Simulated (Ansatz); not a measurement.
Migration of Te vacancy in zinc-blende CdTe in several charge states. Method: PBE, PAW (plane waves to 420 eV; Ansatz, a quantum-chemistry and plane-wave program).

Barriers are those of the lowest checked hop between equivalent sites, from the lowest site run (climbing-image NEB, static, fixed cells, no finite-size terms). One hop need not carry long-range diffusion, and untried routes could be lower. Saddle orders were checked for a part of the study's bands only and are not shown. Vacancies start on their lattice site; split forms were not set up. Charge states are imposed. Spin-orbit coupling is left out.

| State | Route | Hop (Å) | Cell |
|---|---|---|---|
| charge 0 | a nearby Te jumps into the vacancy (strongly reconstructed ends) | 4.26 | 64 sites, 2×2×2 shifted |
| charge +2 | a nearby Te jumps into the vacancy | 4.78 | 64 sites, 2×2×2 shifted |

Question: How does the barrier change with the charge state?

Answer: charge 0: 1.59 eV; charge +2: 1.19 eV. At the saddle the moving atom has neighbours (0) Cd at 2.78, Cd at 2.95, Cd at 2.98, Cd at 3.12, Cd at 3.32 Å; (+2) Cd at 2.73, 2 Cd at 2.96 Å.
